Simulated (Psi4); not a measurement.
Psi4 1.11, B3LYP/def2-svp: trimethylarsine (C[As](C)C), 13 atoms. The geometry is a generated start, not checked to be a minimum at this level.

```
Quantity                                                 Result
-------------------------------  ------------------------------
task                                                   gradient
method                                                    b3lyp
basis                                                  def2-svp
memory                                                     7 GB
scf_type                                           df (default)
guess                            auto, which took SAD (default)
diis_max_vecs                                      10 (default)
scf_initial_accelerator                         adiis (default)
e_convergence                                   1e-08 (default)
d_convergence                                   1e-08 (default)
basis functions (reference run)                             119
grid points (reference run)                             2349940
```

```xyz
13

C     -0.4050     1.6268     0.2696
As    -0.1611    -0.1791     1.0301
C      1.6042    -0.5205     0.2183
C     -1.2238    -1.1336    -0.3331
H     -0.1354     1.6395    -0.7857
H      0.2218     2.3458     0.7990
H     -1.4436     1.9460     0.3752
H      1.5794    -0.3188    -0.8512
H      1.8987    -1.5586     0.3717
H      2.3583     0.1169     0.6825
H     -0.9572    -0.8018    -1.3347
H     -1.0483    -2.2055    -0.2637
H     -2.2881    -0.9571    -0.1780
```
Charge 0, spin multiplicity 1.

The reference run has dft_radial_points = 200, dft_spherical_points = 974, dft_pruning_scheme = none (default); it is not itself proven converged. One run each, on a shared machine, so no times are given.

Settings tried, all else as in the reference:
- dft_radial_points = 99, dft_spherical_points = 590
- dft_radial_points = 35, dft_spherical_points = 110
- dft_radial_points = 75 (default), dft_spherical_points = 302 (default)
- dft_radial_points = 99, dft_spherical_points = 590, dft_pruning_scheme = robust
- dft_radial_points = 75 (default), dft_spherical_points = 434
- dft_radial_points = 99, dft_spherical_points = 590, dft_pruning_scheme = treutler
- dft_radial_points = 75 (default), dft_spherical_points = 302 (default), dft_pruning_scheme = robust
- dft_radial_points = 150, dft_spherical_points = 770
- dft_radial_points = 50, dft_spherical_points = 194
- dft_radial_points = 25, dft_spherical_points = 50
- dft_radial_points = 75 (default), dft_spherical_points = 302 (default), dft_pruning_scheme = treutler

Task: Which settings reproduce the reference to 1.0 meV/atom in energy, 10 meV/Å in forces (largest component)?

Result: Within it: dft_radial_points = 150, dft_spherical_points = 770; dft_radial_points = 99, dft_spherical_points = 590; dft_radial_points = 99, dft_spherical_points = 590, dft_pruning_scheme = robust; dft_radial_points = 75 (default), dft_spherical_points = 434; dft_radial_points = 75 (default), dft_spherical_points = 302 (default); dft_radial_points = 75 (default), dft_spherical_points = 302 (default), dft_pruning_scheme = robust; dft_radial_points = 75 (default), dft_spherical_points = 302 (default), dft_pruning_scheme = treutler; dft_radial_points = 99, dft_spherical_points = 590, dft_pruning_scheme = treutler. At the edge (between 0.75 and 1.33 times the tolerance): dft_radial_points = 50, dft_spherical_points = 194. Outside: dft_radial_points = 35, dft_spherical_points = 110; dft_radial_points = 25, dft_spherical_points = 50.

| setting | grid points | energy against the reference | difference in forces (largest component) |
|---|---|---|---|
| the reference | 2349940 | — | — |
| dft_radial_points = 150, dft_spherical_points = 770 | 1402747 | under 0.001 meV/atom | 0.10 meV/Å |
| dft_radial_points = 99, dft_spherical_points = 590 | 711679 | −0.0017 meV/atom | 0.31 meV/Å |
| dft_radial_points = 99, dft_spherical_points = 590, dft_pruning_scheme = robust | 497671 | −0.0017 meV/atom | 0.31 meV/Å |
| dft_radial_points = 75 (default), dft_spherical_points = 434 | 398680 | +0.0096 meV/atom | 0.52 meV/Å |
| dft_radial_points = 75 (default), dft_spherical_points = 302 (default) | 277792 | +0.016 meV/atom | 1.2 meV/Å |
| dft_radial_points = 75 (default), dft_spherical_points = 302 (default), dft_pruning_scheme = robust | 190072 | +0.016 meV/atom | 1.2 meV/Å |
| dft_radial_points = 75 (default), dft_spherical_points = 302 (default), dft_pruning_scheme = treutler | 152320 | +0.020 meV/atom | 2.6 meV/Å |
| dft_radial_points = 99, dft_spherical_points = 590, dft_pruning_scheme = treutler | 370063 | +0.0031 meV/atom | 3.1 meV/Å |
| dft_radial_points = 50, dft_spherical_points = 194 | 120890 | −1.00 meV/atom | 8.5 meV/Å |
| dft_radial_points = 35, dft_spherical_points = 110 | 48209 | +7.1 meV/atom | 45 meV/Å |
| dft_radial_points = 25, dft_spherical_points = 50 | 15739 | +190 meV/atom | 300 meV/Å |

Total energies are compared; such shifts often cancel in part in energy differences. The gradients leave out the derivatives of the grid weights. The tolerance is a choice made for this comparison.
